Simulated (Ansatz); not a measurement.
Quick settings and what they miss: GaPt₃ (Pm-3m, 4 atoms in the cell)

Self-consistent single point.

```yaml
crystal:
  lattice:
    - [3.82777, 0.00000, 0.00000]
    - [0.00000, 3.82777, 0.00000]
    - [0.00000, 0.00000, 3.82777]
  atoms:
    - { symbol: Ga, position: [0.00000, 0.00000, 0.00000] }
    - { symbol: Pt, position: [0.00000, 0.50000, 0.50000] }
    - { symbol: Pt, position: [0.50000, 0.00000, 0.50000] }
    - { symbol: Pt, position: [0.50000, 0.50000, 0.00000] }
```

Computed with PBEsol, PAW files made with PBE (plane waves; Ansatz, an electronic-structure program).

Base settings: basis.ecutwfc = 420 eV; kpoints.mp_grid.grid = 7 7 7; hamiltonian.xc = pbesol; hamiltonian.pseudopotentials = {kind: paw} (the program's default PAW files); scf.occupations.method = gaussian; scf.occupations.width = 0.1 eV.

Tight run (finer mesh or higher cutoff; not a proven limit): basis.ecutwfc: 420 eV → 590 eV; kpoints.mp_grid.grid: 7 7 7 → 10 10 10; scf.convergence.dr2_threshold: default (1e-07 eV) → 1e-09 eV. It gave Fermi level (on the code's own zero) 22.45 eV; pressure 13.60 GPa.

Quick runs, as changes from the base:
- A: the base itself
- B: basis.ecutwfc: 420 eV → 210 eV; kpoints.mp_grid.grid: 7 7 7 → 2 2 2; scf.convergence.dr2_threshold: default (1e-07 eV) → 0.001 eV
- C: basis.ecutwfc: 420 eV → 250 eV; kpoints.mp_grid.grid: 7 7 7 → 3 3 3; scf.occupations.width: 0.1 eV → 0.5 eV; scf.convergence.dr2_threshold: default (1e-07 eV) → 0.0001 eV
- D: basis.ecutwfc: 420 eV → 210 eV; kpoints.mp_grid.grid: 7 7 7 → 4 4 4; scf.occupations.method: gaussian → methfessel_paxton; scf.occupations.width: 0.1 eV → 0.5 eV; scf.convergence.dr2_threshold: default (1e-07 eV) → 0.0001 eV
- E: basis.ecutwfc: 420 eV → 335 eV; kpoints.mp_grid.grid: 7 7 7 → 2 2 2; scf.convergence.dr2_threshold: default (1e-07 eV) → 0.0001 eV
- F: basis.ecutwfc: 420 eV → 295 eV; kpoints.mp_grid.grid: 7 7 7 → 4 4 4; hamiltonian.xc: pbesol → lda; scf.convergence.dr2_threshold: default (1e-07 eV) → 0.001 eV [LDA (PW92)]

Energies are extrapolated to zero smearing width, which holds to low order in the width alone.

Dashes: energy of F, another energy zero.

† marks runs with another functional, U, potentials or spin treatment: their distance from the tight run is not a convergence error alone.

The count of work is k-points × plane waves × bands × iterations; it is no time. 

Pressures in the table are Ansatz's without its Pulay estimate, at a fixed set of plane waves; the tight run's value above holds the estimate.

The starting cell comes from a database of computed structures (which also holds hypothetical and non-ambient phases and stackings), without a prior relaxation at this level. Its lattice was rescaled by a random factor within 2.5 % of one. Spin polarisation is off. In the base run, with a pressure of about 14 GPa the cell is away from its equilibrium volume at this level.

| run | energy less tight (meV/atom) | pressure less tight (GPa) | count of work / tight |
|---|---|---|---|
| A | 2.9 | -0.03 | 0.17 |
| B | 6576.1 | -384.90 | 0.011 |
| C | 1263.5 | -99.35 | 0.012 |
| D | 6227.3 | -364.93 | 0.025 |
| E | -59.8 | -10.02 | 0.024 |
| F† | – | -22.79 | 0.033 |

Among the runs at the tight run's level, the energy misses run from 2.9 to 6576.1 meV/atom.

Keys are those of Ansatz 0.2.
